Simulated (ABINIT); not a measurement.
# ABINIT run on MgI₂ (P-3m1, 3 atoms in the cell): self-consistent single point

Computed with PBE, PAW (JTH v2.0 PBE PAW) (plane waves; ABINIT).

The input file:

```
# MgI2, JTH v2.0 PBE PAW
pp_dirpath "./"
pseudos "Mg.GGA_PBE-JTH.xml, I.GGA_PBE-JTH.xml"
acell 7.8674587149 7.8674587149 13.0050044828
rprim
         0.5000000000   -0.8660254038    0.0000000000
         0.5000000000    0.8660254038    0.0000000000
         0.0000000000    0.0000000000    1.0000000000
natom 3
ntypat 2
znucl 12 53
typat 1 2 2
xcart
         0.0000000000    0.0000000000    0.0000000000
         2.0816399298    1.2018353738    1.6654323840
         2.0816399298   -1.2018353738    5.2165196160
      Angstrom
ecut 20 Ha
pawecutdg 40 Ha
pawxcdev 0
occopt 3
tsmear 0.00036749
nband 17
kptopt 1
ngkpt 5 5 3
nshiftk 1
shiftk 0 0 0
nstep 100
toldfe 1.0e-09
prtwf 0
prtden 0
prtvol 1
enunit 1
```

Output, abridged:

```
 Symmetries : space group P-3 m 1 (#164); Bravais hP (primitive hexag.)

 -outvars: echo values of preprocessed input variables --------
            acell      7.8674587149E+00  7.8674587149E+00  1.3005004483E+01 Bohr
             ecut      2.00000000E+01 Hartree
           enunit           1
              ixc     -101130
         kptrlatt        5    0    0      0    5    0      0    0    3
          kptrlen      3.90150134E+01
            natom           3
            nband          17
            ngfft          32      32      54
          ngfftdg          48      48      80
             nkpt          12
            nstep         100
             nsym          12
           ntypat           2
           occopt           3
        pawecutdg      4.00000000E+01 Hartree
         pawxcdev           0
            rprim      5.0000000000E-01 -8.6602540380E-01  0.0000000000E+00
                       5.0000000000E-01  8.6602540380E-01  0.0000000000E+00
                       0.0000000000E+00  0.0000000000E+00  1.0000000000E+00
          spgroup         164
           toldfe      1.00000000E-09 Hartree
           tsmear      3.67490000E-04 Hartree
            typat      1  2  2
           useylm           1
             xred      0.0000000000E+00  0.0000000000E+00  0.0000000000E+00
                       3.3333333333E-01  6.6666666667E-01  2.4199999887E-01
                       6.6666666667E-01  3.3333333333E-01  7.5800000113E-01
            znucl       12.00000   53.00000

== DATASET  1 ==================================================================

 Real(R)+Recip(G) space primitive vectors, cartesian coordinates (Bohr,Bohr^-1):
 R(1)=  3.9337294 -6.8134191  0.0000000  G(1)=  0.1271058 -0.0733846  0.0000000
 R(2)=  3.9337294  6.8134191  0.0000000  G(2)=  0.1271058  0.0733846  0.0000000
 R(3)=  0.0000000  0.0000000 13.0050045  G(3)=  0.0000000  0.0000000  0.0768935
 Unit cell volume ucvol=  6.9712408E+02 bohr^3
 Angles (23,13,12)=  9.00000000E+01  9.00000000E+01  1.20000000E+02 degrees

 Coarse grid specifications (used for wave-functions):

 getcut: wavevector=  0.0000  0.0000  0.0000  ngfft=  32  32  54
         ecut(hartree)=     20.000   => boxcut(ratio)=   2.02039

 Fine grid specifications (used for densities):

 getcut: wavevector=  0.0000  0.0000  0.0000  ngfft=  48  48  80
         ecut(hartree)=     40.000   => boxcut(ratio)=   2.14295

   4.26881917E+03                                ecore*ucvol(ha*bohr**3)

_setup2: Arith. and geom. avg. npw (full set) are    2976.973    2976.949

--- !BeginCycle
solver: {iscf: 17, nstep: 100, nline: 4, wfoptalg: 10, }
tolerances: {toldfe: 1.00E-09, }
...

     iter   Etot(hartree)      deltaE(h)  residm     nres2
 ETOT  1  -84.933607872172    -8.493E+01 4.054E+00 3.124E+00
 ETOT  2  -87.045581644640    -2.112E+00 1.159E-02 2.419E+00
 ETOT  3  -87.025301040375     2.028E-02 5.235E-03 6.155E-01
 ETOT  4  -87.020336306405     4.965E-03 1.580E-03 2.179E-02
 ETOT  5  -87.020541935329    -2.056E-04 1.222E-04 3.092E-03
 ETOT  6  -87.020570883598    -2.895E-05 3.387E-05 8.153E-04
   [... 2 lines left out ...]
 ETOT  9  -87.020572672405    -8.968E-08 1.598E-05 1.838E-06
 ETOT 10  -87.020572689657    -1.725E-08 3.466E-05 6.770E-08
 ETOT 11  -87.020572691511    -1.855E-09 2.471E-05 1.265E-08
 ETOT 12  -87.020572691498     1.300E-11 5.002E-05 5.538E-09
 ETOT 13  -87.020572691555    -5.701E-11 3.274E-05 3.618E-10

 At SCF step   13, etot is converged :
  for the second time, diff in etot=  5.701E-11 < toldfe=  1.000E-09

 Cartesian components of stress tensor (hartree/bohr^3)
  sigma(1 1)= -3.31111054E-05  sigma(3 2)=  0.00000000E+00
  sigma(2 2)= -3.31111057E-05  sigma(3 1)=  0.00000000E+00
  sigma(3 3)= -4.05769197E-05  sigma(2 1)=  0.00000000E+00

 ----iterations are completed or convergence reached----

 reduced coordinates (array xred) for    3 atoms
       0.000000000000      0.000000000000      0.000000000000
       0.333333333333      0.666666666667      0.241999998872
       0.666666666667      0.333333333333      0.758000001128
 cartesian forces (eV/Angstrom) at end:
    1      0.00000000000000     0.00000000000000     0.00000000000000
    2     -0.00000000000000    -0.00000000000000     0.01832405983087
    3      0.00000000000000     0.00000000000000    -0.01832405983087
 frms,max,avg= 8.6380446E-03 1.8324060E-02   0.000E+00  0.000E+00  0.000E+00 e/A
 length scales=  7.867458714900  7.867458714900 13.005004482800 bohr
              =  4.163279841448  4.163279841448  6.881951969909 angstroms
 Fermi (or HOMO) energy (eV) =  -0.45507   Average Vxc (eV)=  -8.19423
 Eigenvalues (   eV  ) for nkpt=  12  k points:
 kpt#   1, nband= 17, wtk=  0.01333, kpt=  0.0000  0.0000  0.0000 (reduced coord)
 -78.75034  -45.50264  -45.50235  -45.50235  -15.58996  -14.88761   -7.04146   -3.99611
  -3.99611   -3.61912   -3.61912   -3.52880    0.14906    1.23328    3.21869    3.21869
   4.04100
 prteigrs : prtvol=0 or 1, do not print more k-points.

--- !EnergyTerms
comment             : Components of total free energy in Hartree
kinetic             :  1.03517330343702E+01
hartree             :  2.48967217205691E+01
xc                  : -9.75073813143989E+00
Ewald energy        : -4.03692639094285E+01
psp_core            :  6.12347113734749E+00
local_psp           : -6.67254461976572E+01
spherical_terms     : -1.15470532320780E+01
internal            : -8.70205755783168E+01
'-kT*entropy'       :  3.76314544942326E-16
total_energy        : -8.70205755783168E+01
total_energy_eV     : -2.36795028577972E+03
...

-Cartesian components of stress tensor (GPa)         [Pressure=  1.0474E+00 GPa]
- sigma(1 1)= -9.74162191E-01  sigma(3 2)=  0.00000000E+00
- sigma(2 2)= -9.74162200E-01  sigma(3 1)=  0.00000000E+00
- sigma(3 3)= -1.19381399E+00  sigma(2 1)=  0.00000000E+00

 Calculation completed.
```

The run converged in 13 iterations.

The starting cell has typed, rounded lattice constants, without a prior relaxation at this level. Its lattice was rescaled by a random factor within 2.5 % of one.
